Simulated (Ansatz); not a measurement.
System: B2O3 (Cmc2₁, No. 36, 10 atoms in the cell; start mp-717; high-pressure phase). Method: G0W0@PBEsol (plane waves, hard PAW, contour deformation; Ansatz, a program for electronic structure).

The cell is the one relaxed with PBEsol. Conventional cell: a = 7.8260 Å, b = 4.6242 Å, c = 4.1344 Å, α = 90.00°, β = 90.00°, γ = 90.00°.

The quasiparticle gap at Γ at a fixed k mesh 2×2×2:

```tsv
response cutoff	value (eV)
200 eV, 883 empty bands	11.742
250 eV, 1234 empty bands	11.797
300 eV, 1622 empty bands	11.830
400 eV, 2497 empty bands	11.862
```

Problem. Taking the value to converge with the response cutoff E as E^(−3/2), extrapolate from the last two rows.

Solution. With y = y∞ + c/w and weights w = 5196 and 8000 for the last two rows, y∞ = (w2 y2 − w1 y1)/(w2 − w1) = (8000 × 11.862 − 5196 × 11.830)/2804 = 11.921 eV, which lies 0.059 beyond the last row. Successive pairs of rows give 11.935, 11.935, 11.921. The limit also hangs on the law assumed, so its last digits aren't firm.

The other settings are not extrapolated, so this is the limit in one setting alone.

At the last cutoff the smallest gap on this mesh is 11.65 eV, with an edge away from Γ.

A start named mp-… is a Materials Project structure, which need not be a measured phase.
